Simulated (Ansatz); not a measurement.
# Energy from pressure between two volumes: Ta (Im-3m, 1 atom in the cell)

```xyz
1
Lattice="-1.6583 1.6583 1.6583 1.6583 -1.6583 1.6583 1.6583 1.6583 -1.6583" Properties=species:S:1:pos:R:3 pbc="T T T"
Ta     0.0000     0.0000     0.0000
```

Computed with PBE (plane waves, PAW; Ansatz, a quantum-chemistry and plane-wave program).

Settings: basis.ecutwfc = 1010 eV; kpoints.mp_grid.grid = 14 14 14; hamiltonian.xc = pbe; hamiltonian.pseudopotentials = {kind: paw} (the program's default PAW files); scf.occupations.method = gaussian; scf.occupations.width = 0.1 eV. This cutoff ends a ladder whose last two steps agree within 1 meV/atom.

The second cell is the first with its lattice scaled by 0.98, at the same fractional positions.

The starting cell has typed, rounded lattice constants, without a prior relaxation at this level. Its lattice was rescaled by up to half a per cent. Spin polarisation is off. Ansatz's pressure includes its estimate of the finite-basis (Pulay) stress.

| cell | volume (Å³/atom) | pressure (GPa) | F less the first cell's (meV/atom) |
|---|---|---|---|
| first | 18.2394 | 0.42 | 0.00 |
| second | 17.1668 | 14.28 | ? |

**Question.** Estimate the energy of the second cell from the pressures, and the bulk modulus between the two volumes.

**Answer.** With P = −dF/dV, the trapezoid gives ΔF ≈ −(P₁ + P₂)/2 · ΔV = −(7.350 GPa) · (-1.0726 Å³) = 49.21 meV/atom (1 eV/Å³ = 160.22 GPa). The modulus at fixed fractional positions is B = −ΔP/Δln V = 229 GPa, a mean over the interval; zero pressure lies outside it, so this is not the modulus at equilibrium. P(V) is curved, so the trapezoid lies high by about |ΔV|³·B·(1 + B′)/(12·V̄²) = 2.34 meV/atom for an assumed B′ = 4, which leaves 46.87 meV/atom. The runs gave 47.11 meV/atom, a miss of 0.24 meV/atom. Cases were kept where this miss is small, so the page shows the method and is no test of it.

Left out of this page: 15 runs of the series outside the window shown, repeating another row's setting, or not comparable.

Keys are those of Ansatz 0.2.
